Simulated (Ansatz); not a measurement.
Results of r²SCAN (PAW; Ansatz, an electronic-structure program) for CsCl-type CoGa.

Numerical settings: plane-wave cutoff 600 eV, 16×16×16 k mesh, Fermi–Dirac smearing 0.1 eV, finite displacements, no spin polarisation, scalar-relativistic PAW data made under PBE.

The cell has the measured lattice: a = b = c = 2.8780 Å, α = β = γ = 90.00°.

Task: Estimate the zone-centre TO phonon frequency that the calculation returns.

Result: 
- zone-centre TO phonon frequency = 226 cm⁻¹

Note: the cell isn't this level's own, so it is under some stress, which shifts stiffness and frequencies.
